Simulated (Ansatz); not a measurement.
**SiC, response to strain**

Take SiC (space group P6_3mc, No. 186; a = 3.0585 Å, c = 10.0120 Å) as the base. Axes: x lies along a and z along c of the hexagonal cell.

Strains are applied to the cell and any free atomic positions relax; under biaxial strain the out-of-plane vector relaxes too.

Method: LDA in Ansatz (plane waves to 420 eV, PAW, scalar-relativistic without spin-orbit coupling).

Notes on the quantities. pressure: mean of the normal stresses, compression positive.

| case | band gap | pressure | smallest direct gap | out-of-plane strain |
|---|---|---|---|---|
| base | 2.18 eV | 0.00 GPa | 3.31 eV | – |
| biaxial strain −3.00 %, plane normal [001], relaxed out of plane | 1.90 eV | 13.97 GPa | 3.15 eV | +0.69 % |
| biaxial strain −2.25 %, plane normal [001], relaxed out of plane | (withheld) | (withheld) | (withheld) | (withheld) |
| biaxial strain −1.50 %, plane normal [001], relaxed out of plane | 2.06 eV | 6.58 GPa | 3.25 eV | +0.33 % |

Question: What belongs in the blanks?

Answer: 
- biaxial strain −2.25 %, plane normal [001], relaxed out of plane, band gap: 1.98 eV
- biaxial strain −2.25 %, plane normal [001], relaxed out of plane, pressure: 10.17 GPa
- biaxial strain −2.25 %, plane normal [001], relaxed out of plane, smallest direct gap: 3.21 eV
- biaxial strain −2.25 %, plane normal [001], relaxed out of plane, out-of-plane strain: +0.51 %

No phonon test of stability was made.

Ansatz is a first-principles code.
